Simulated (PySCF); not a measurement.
PySCF 2.14.0, PBE/def2-svp, df: CN(C)[SiH2][Si](F)(F)F, 16 atoms. The geometry is a generated start, not checked to be a minimum at this level.

| Property | Result |
|---|---|
| task | energy |
| method | pbe |
| basis | def2-svp |
| two-electron scheme | density fitting |
| mol.max_memory | 3000 MB |
| mf.max_cycle | 100 |
| mf.init_guess | minao (default) |
| mf.DIIS | CDIIS (default) |
| mf.conv_tol | 1e-09 (default) |
| mf.grids.level | 3 (default) |
| basis functions | 160 |
| grid points | 201752 |

```xyz
16

Si     2.4059    -0.0390     0.3489
F      2.4578     0.4727     1.8612
F      3.7762    -0.8499     0.2594
F      2.7748     1.3054    -0.4319
Si     0.5149    -1.1496    -0.3193
N     -0.9367    -0.2306    -0.2203
C     -1.2257     0.8018    -1.1908
C     -1.5611     0.0320     1.0570
H      0.6301    -1.5271    -1.7333
H      0.2865    -2.3155     0.5421
H     -0.8192     0.5178    -2.1583
H     -2.3079     0.9198    -1.2864
H     -0.8000     1.7696    -0.9006
H     -2.6373     0.1593     0.9177
H     -1.1659     0.9410     1.5285
H     -1.3925    -0.8078     1.7262
```

One run each on 2 threads, 1 BLAS thread. Values of diis_space tried: 3, 5, 8 (default), 12, 20.

**Question.** Predict the course of the Fock builds along this series.

**Answer.** Fewest Fock builds, within one of each other: 8 (default) with 13, 12 with 13, 20 with 13. The count rises to 24 at 3. All converge to one solution.

```
diis_space   Fock builds            end
-----------  -----------  -------------
3                     24  same solution
5                     15  same solution
8 (default)           13  same solution
12                    13  same solution
20                    13  same solution
```
